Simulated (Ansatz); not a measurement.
# LiTi2O4, response to strain

The reference is LiTi2O4 (space group Imm2, No. 44; a = 3.799 Å, b = 4.016 Å, c = 8.980 Å; a cell from a computed database, its experimental status unchecked). Axes: x, y, z lie along a, b, c of the conventional cell.

Strains are applied to the cell and any free atomic positions relax.

Computed with PBEsol (Ansatz, a program for electronic structure), no spin-orbit coupling.

Notes on the quantities. energy relative to the base: free energy F.

| case | energy relative to the base | volume per atom | largest internal atomic displacement |
|---|---|---|---|
| base | 0 meV/atom | 9.79 Å³ | – |
| isotropic strain −2.30 % | +29 meV/atom | 9.13 Å³ | 0.041 Å |
| isotropic strain −1.61 % | +14 meV/atom | 9.32 Å³ | 0.029 Å |
| uniaxial strain ε_yy = +2.37 % | [?] | 10.02 Å³ | [?] |

Problem. What belongs in the blanks?

Solution. 
- uniaxial strain ε_yy = +2.37 %, energy relative to the base: +6.5 meV/atom
- uniaxial strain ε_yy = +2.37 %, largest internal atomic displacement: 0.012 Å

Without a gap, meshes like the base's 15×15×15 leave anisotropic stresses uncertain by several tenths of a GPa, and small strain energies with them. Stability against distortions was not tested. No Hubbard U is applied, and correlation can decide whether such a compound is a metal. All final runs are without spin polarisation. An odd electron count without spin: LiTi2O4.
